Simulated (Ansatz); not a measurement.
The starting structures come from a database of crystals and need not be the phases stable at ambient conditions.

 Where the default PAW files enter, the runs use the earlier of Ansatz's two default sets.

Inside the gap of an insulator the Bloch states are evanescent, with a wavenumber k + iκ along the transport direction.

```xyz
10
Lattice="6.2717 0.0000 0.0000 -3.1297 5.4865 0.0000 -3.1181 -1.8060 5.1332" Properties=species:S:1:pos:R:3 pbc="T T T"
Ba    -4.6704     2.8075     3.8569
Ba     4.6942     0.8731     1.2763
La     1.5710     2.7433     0.0000
Bi     1.5768    -0.9030     2.5666
O      3.3235    -0.1818     3.5889
O     -3.2997     3.8624     1.5443
O     -1.7923     2.9991     3.9979
O      1.8162     0.6814     1.1353
O     -0.2998     3.3191     1.3519
O      0.3237     0.3614     3.7813
```

Space group of this cell: C2/m. The cell is taken as given; by r2SCAN its mean pressure is -3.8 GPa.

Transport runs along the normal of the first two printed cell vectors.

The gap is the functional's own. No spin-orbit coupling. Mid-gap values are interpolated on the energy grid.

State the band gap and the smallest decay constant κ at mid-gap according to r2SCAN in Ansatz (a program for electronic structure).

Gap 2.23 eV on a 8×8×8 mesh; κ = 0.290 1/Å, at (0.500, 0.500) of the in-plane reciprocal vectors. At the zone centre, at the nearest computed energy, the slowest state has κ = 0.33 1/Å.
